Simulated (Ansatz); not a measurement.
The parent structure is BN (space group P6_3/mmc, No. 194; a = 2.5005 Å, c = 6.4117 Å; layered, stacked along the Cartesian z axis). Axes: x lies along a and z along c of the hexagonal cell.

All numbers come from PBEsol-D3(BJ) in Ansatz (plane waves to 420 eV, PAW, no SOC).

Before the change:

```
Quantity              Result
-------------------  -------
Smallest direct gap  4.49 eV
```

Perturbation: compressive biaxial strain of 3.00 % in the plane normal to [001], as in epitaxy on a mismatched substrate; the out-of-plane cell vector and the atoms relax.

Q: How does this affect the out-of-plane strain and smallest direct gap?

A: The out-of-plane strain is +0.08 %; the smallest direct gap increases by 0.236 eV (4.49 eV → 4.72 eV).

No phonon test of stability was made.

Ansatz is a quantum-chemistry and plane-wave program.
